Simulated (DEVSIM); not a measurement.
System: abrupt Ge p-n junction, at 300 K.

Layer 1 from the left is Ge, thickness (μm) 90.0, Na (cm⁻³) 7.4e15, τn (s) 1.8e-6, τp (s) 1.8e-6. Layer 2 from the left is Ge, thickness (μm) 23.0, Nd (cm⁻³) 1.4e15, τn (s) 1.8e-6, τp (s) 1.8e-6.

Left contact: ohmic. Right contact: ohmic. Voltage is applied to the left contact. Recombination: SRH at mid-gap, radiative, Auger. Mobility is μmin + (μ − μmin)/(1 + (N/Nref)^α).

Constants are typed, rounded textbook-type inputs, not results; the design itself was drawn at random and stands for no fabricated device. Values at 300 K.

Ge: gap (eV) 0.664, affinity (eV) 4, permittivity 16, Nc (cm⁻³) 1.04e19, Nv (cm⁻³) 6e18, μn (cm²/Vs) 3900, μp (cm²/Vs) 1900, μn,min 150, μp,min 100, Nref,n 2.6e17, Nref,p 4e17, αn 0.56, αp 0.6, B (cm³/s) 6.4e-14, Cn (cm⁶/s) 1e-31, Cp (cm⁶/s) 1e-31.

Estimate by hand the built-in potential, the peak field at zero bias, the capacitance at -1.5 V, and compare with a numerical solution.


- Built-in potential: ni = √(Nc Nv) exp(−Eg/2kT) = 2.09e13 cm⁻³ with Eg = 0.664 eV; Vbi = kT/q ln(Na Nd/ni²) = 0.260 V; numerical 0.260 V.
- Peak field at zero bias: depletion approximation: W = √(2εVbi/(qN)) = 0.625 μm with N = 1.18e15 cm⁻³; field = 2Vbi/W = 8330 V/cm; numerical 7750 V/cm (estimate above by 7.5 %).
- Capacitance at -1.5 V: C = √(qεN / 2(Vbi + |V|)) = 8.71 nF/cm²; numerical 8.84 nF/cm² (estimate below by 1.5 %).

Model (solved in DEVSIM): 1D drift-diffusion, Boltzmann statistics, complete ionisation; no tunnelling, impact ionisation, image-force lowering or self-heating.
